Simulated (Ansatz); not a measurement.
SrZrO$_{3}$ (Pm-3m), Ansatz (a program for electronic structure) with PBEsol, rigid bands: band gap 3.31 eV, N_c = 4.16e19 cm⁻³ and N_v = 3.50e20 cm⁻³ at 300 K, conductivity masses of 0.532 mₑ (electrons) and 1.95 mₑ (holes). Take k_BT = 0.02585 eV.

Question: What thermal injection velocity √(2k_BT/πm) limits a ballistic channel?

Answer: 7.38e6 cm/s for electrons and 3.85e6 cm/s for holes, a ratio of √(m_h/m_e) = 1.91, for dilute carriers.

Question: Find the intrinsic carrier density and the intrinsic Fermi level.

Answer: n_i = √(N_c N_v) exp(−E_g/2k_BT) = 1.21e20 × exp(−64.02) = 1.9e-8 cm⁻³. The level lies (k_BT/2) ln(N_v/N_c) = 28 meV from mid-gap (positive towards the conduction band). Each 0.1 eV added to the gap lowers n_i by a factor of 6.9.

Question: A film of it is 8 nm thick. Estimate the confinement energies in an infinite well.

Answer: ħ²π²/(2m t²) = 0.376 eV·nm²/(m/mₑ × t²) gives 11.0 meV for electrons and 3.01 meV for holes, so the gap would widen to about 3.32 eV. Finite barriers and nonparabolic bands lower this, and with several valleys or bands the heaviest mass along the normal sets the lowest level, not this average.

Rigid, parabolic bands with the computed gap; masses take one relaxation time for all states. Spin-orbit coupling is left out; where it splits the top of the valence band, N_v and the p-type Seebeck coefficient come out somewhat high without it.

SrZrO3 (Pm-3m): a high-temperature phase held by its symmetry.
